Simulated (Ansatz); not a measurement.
Ta2N: pressure series

Start from Ta₂N in the anti-CdI2 type structure (space group P-3m1, No. 164).

```
CELL_PARAMETERS angstrom
      3.06666     0.00000     0.00000
     -1.53333     2.65580     0.00000
      0.00000     0.00000     4.88450
ATOMIC_POSITIONS crystal
  N  0.00000 0.00000 0.00000
  Ta 0.33333 0.66667 0.25706
  Ta 0.66667 0.33333 0.74294
```

Cell and atoms are relaxed at each pressure.

Method: r2SCAN+rVV10 (Ansatz, a program for electronic structure; PAW; 500 eV plane waves; no spin-orbit coupling).

Notes on the quantities. enthalpy: H = E + PV relative to the base's energy.

| variant | volume per atom | enthalpy |
|---|---|---|
| base | 13.26 Å³ | – |
| pressure −2 GPa | 13.35 Å³ | -0.17 eV/atom |
| pressure −1 GPa | (withheld) | -0.08 eV/atom |
| pressure 3 GPa | 13.13 Å³ | +0.25 eV/atom |
| pressure 7 GPa | (withheld) | +0.57 eV/atom |
| pressure 15 GPa | 12.67 Å³ | +1.21 eV/atom |
| pressure 30 GPa | 12.19 Å³ | +2.38 eV/atom |
| pressure 50 GPa | 11.67 Å³ | +3.86 eV/atom |
| pressure 75 GPa | (withheld) | +5.64 eV/atom |
| pressure 100 GPa | 10.70 Å³ | +7.34 eV/atom |

Problem. What belongs in the blanks?

Solution. 
- pressure −1 GPa, volume per atom: 13.31 Å³
- pressure 7 GPa, volume per atom: 12.97 Å³
- pressure 75 GPa, volume per atom: 11.14 Å³

Load acts through the strain it causes; cell and atoms are relaxed under it. No phonon test of stability was made. Competing high-pressure phases were not computed. All final runs are without spin polarisation. An odd electron count without spin: Ta2N.
